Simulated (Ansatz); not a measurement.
The parent structure is V2O3 in the corundum structure (space group R-3c, No. 167; ferromagnetic).

```
V2O3
1.0
    2.38759     1.37847     4.74463
   -2.38759     1.37847     4.74463
    0.00000    -2.75695     4.74463
V O
4 6
Direct
  0.66030   0.66030   0.66030
  0.33970   0.33970   0.33970
  0.83970   0.83970   0.83970
  0.16030   0.16030   0.16030
  0.07568   0.75000   0.42432
  0.92432   0.25000   0.57568
  0.25000   0.57568   0.92432
  0.75000   0.42432   0.07568
  0.57568   0.92432   0.25000
  0.42432   0.07568   0.75000
```

Cartesian axes are those of the cell as printed.

Method: Kohn–Sham DFT with the PBEsol functional, run in Ansatz (an electronic-structure program) with PAW and 420 eV plane waves, no SOC, earlier PAW set.

Base values:

```
Item                    Result
---------------  -------------
Pressure               0.0 GPa
Volume per atom        9.37 Å³
Magnetic state   ferromagnetic
```

The change: biaxial strain −2.36 %, plane normal [001], relaxed out of plane (Cartesian); in-plane vectors clamped, the third vector and the atoms free.

Question: What does the calculation give for the energy relative to the base after the change?

Answer: The energy rises by 11 meV/atom.

Question: What does the calculation give for the pressure after the change?

Answer: The pressure (mean of the normal stresses, compression positive) goes from zero to 5.5 GPa.

Question: Predict the new volume per atom.

Answer: The volume per atom shrinks by 0.24 Å³ (9.37 Å³ → 9.13 Å³).

Question: How does this affect the magnetic state?

Answer: The magnetic state remains ferromagnetic.

Other magnetic orders, which the real material may have, were not ruled out. Without a gap, meshes like the base's 12×12×12 leave anisotropic stresses uncertain by several tenths of a GPa, and small strain energies with them. Whether these cells are dynamically stable was not tested. No Hubbard U is applied, and correlation can decide whether such a compound is a metal. The base started in C2/c and relaxed to R-3c at this level.
